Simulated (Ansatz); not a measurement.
Pressure series in SnTe

Base system: SnTe in the rock salt structure (space group Fm-3m, No. 225).

```cif
data_Sn4Te4
_chemical_formula_sum 'Te4 Sn4'
_space_group_name_H-M_alt 'Fm-3m'
_space_group_IT_number 225
_space_group_name_Hall '-F 4 2 3'
_cell_length_a 6.37119
_cell_length_b 6.37119
_cell_length_c 6.37119
_cell_angle_alpha 90.000
_cell_angle_beta 90.000
_cell_angle_gamma 90.000
loop_
_atom_site_label
_atom_site_type_symbol
_atom_site_symmetry_multiplicity
_atom_site_Wyckoff_symbol
_atom_site_fract_x
_atom_site_fract_y
_atom_site_fract_z
_atom_site_occupancy
Te1 Te 4 a 0.00000 0.00000 0.00000 1
Sn1 Sn 4 b 0.50000 0.50000 0.50000 1
```
(The calculation used a cell of 2 atoms; values per cell refer to that cell.)

Cell and atoms are relaxed at each pressure.

Computed with r2SCAN (Ansatz, a program for electronic structure), spin-orbit coupling left out, earlier PAW set.

```
pressure (GPa)  volume per atom (Å³/atom)
--------------  -------------------------
-2                                 34.014
-1                                      ?
0                                  32.327
0.9                                31.707
2.1                                30.954
9                                  27.883
15                                 26.098
22.5                               24.416
30                                 23.173
```

Q: Fit the third-order Birch–Murnaghan form P(V) = (3B₀/2)[(V₀/V)^(7/3) − (V₀/V)^(5/3)]·[1 + (3/4)(B₀′ − 4)((V₀/V)^(2/3) − 1)] (squares taken in P) to the rows shown and predict the withheld row.

A: Least squares on the printed values gives V₀ = 32.335 Å³/atom, B₀ = 44.3 GPa, B₀′ = 4.2; this predicts 33.112 Å³/atom, and the run gives 33.117 Å³/atom, 0.005 higher.

Measured bulk modulus of SnTe: 37.8 GPa (temperature not stated; as listed in Cormac Toher et al., Physical Review Materials (2017)); the computed value is for a static lattice, so the two differ by thermal effects too.

Load acts through the strain it causes; cell and atoms are relaxed under it. No phonon test of stability was made. Competing high-pressure phases were not computed. The final runs are not spin-polarised.
